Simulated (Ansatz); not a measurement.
**What each level gives and costs: Cu₄I₃Br (C2/m, 8 atoms in the cell)**

Cell: a = 6.9286 Å, b = 6.9286 Å, c = 6.9288 Å, α = 99.63°, β = 99.63°, γ = 33.63°.

Program: Ansatz (a first-principles code), default PAW files made with PBE; each row names its functional.

Base settings: basis.ecutwfc = 420 eV; kpoints.mp_grid.grid = 5 5 3; hamiltonian.xc = lda; hamiltonian.pseudopotentials = {kind: paw} (the program's default PAW files); scf.occupations.method = cold; scf.occupations.width = 0.1 eV.

Differences are taken from r2SCAN (basis.ecutwfc: 420 eV → 500 eV), a reference of convenience: it is no measurement, and no ranking of the functionals follows. Where a row names another cutoff or potentials, its difference holds that change too.

Core times come from one kind of shared machine and are given to one figure; runs under 30 s give none.

The starting cell comes from a database of computed structures (which also holds hypothetical and non-ambient phases and stackings), without a prior relaxation at this level. Spin polarisation is off, so a magnetic state, if there is one, cannot be reached. In the base run, with a pressure of about -6 GPa the cell is away from its equilibrium volume at this level. Ansatz's pressure includes its estimate of the finite-basis (Pulay) stress. The run gives no clean gap (levels at the Fermi energy touch, overlap or are partly filled at this smearing), which alone does not show that the compound is a metal.

| level | pressure less reference (GPa) | largest difference in the force on any atom (eV/Å) | core time / reference (rough) |
|---|---|---|---|
| LDA (PW92) | -5.17 | 0.042 | – |
| PBEsol | -3.02 | 0.031 | – |
| RPBE | 3.21 | 0.028 | – |
| revPBE | 2.54 | 0.025 | – |
| BLYP | 5.33 | 0.024 | – |
| r2SCAN (basis.ecutwfc: 420 eV → 500 eV) | 0.00 | 0.000 | 1 |

Keys are those of Ansatz 0.2.
